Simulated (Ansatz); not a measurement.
The reference is AlN in the zinc blende structure (space group F-43m, No. 216; a = 4.378 Å). Axes: x, y, z lie along the cube axes.

Method: PBEsol, PAW, 420 eV (Ansatz, a first-principles code; no spin-orbit coupling).

Strains are applied to the cell and any free atomic positions relax; under biaxial strain the out-of-plane vector relaxes too.

One change was made to it. Results:

The band gap falls by 0.50 eV (3.19 eV → 2.69 eV); the pressure (mean of the normal stresses, compression positive) goes from zero to 3.5 kbar.

Q: Name the change that was made.
A) biaxial strain +2.21 %, plane normal [001], relaxed out of plane
B) tensor shear ε_yz = +3.77 %
C) biaxial strain +1.21 %, plane normal [001], relaxed out of plane

A: B, tensor shear ε_yz = +3.77 %. For comparison, the band gap in the other runs: biaxial strain +2.21 %, plane normal [001], relaxed out of plane gives 2.94 eV; biaxial strain +1.21 %, plane normal [001], relaxed out of plane gives 3.05 eV.

Whether these cells are dynamically stable was not tested. This is not the structure that AlN has at room temperature and ambient pressure.
